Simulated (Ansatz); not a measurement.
We consider C (within 0.1 Å of P6₃/mmc, No. 194, 12 atoms in the cell; start mp-606949), described by r²SCAN (Ansatz, a program for electronic structure, PAW).

Run with plane-wave cutoff 560 eV, 24×24×2 k mesh (along the axes of the cell as run), Fermi–Dirac smearing 0.05 eV, scalar-relativistic PAW data made under PBE.

Cell (relaxed at this level):

```
CELL_PARAMETERS angstrom
      2.45570     0.00000     0.00000
     -1.22785     2.12670     0.00000
      0.00000     0.00000    29.65963
ATOMIC_POSITIONS crystal
  C  0.66667 0.33333 0.99670
  C  0.33333 0.66667 0.49670
  C  0.66667 0.33333 0.49670
  C  0.33333 0.66667 0.99670
  C  0.66667 0.33333 0.73462
  C  0.33333 0.66667 0.23462
  C  0.66667 0.33333 0.23462
  C  0.33333 0.66667 0.73462
  C  0.00000 0.00000 0.61568
  C  0.00000 0.00000 0.11568
  C  0.66667 0.33333 0.61568
  C  0.33333 0.66667 0.11568
```

Estimate the band gap and direct gap at Γ that the calculation returns.


band gap: 0.01 eV (under three smearing widths, so not firm)
direct gap at Γ: 6.71 eV

Static lattice: no zero-point or thermal effects.

The result took about 8 core-minutes (a rough figure).

A start named mp-… is a Materials Project structure, which need not be a measured phase.
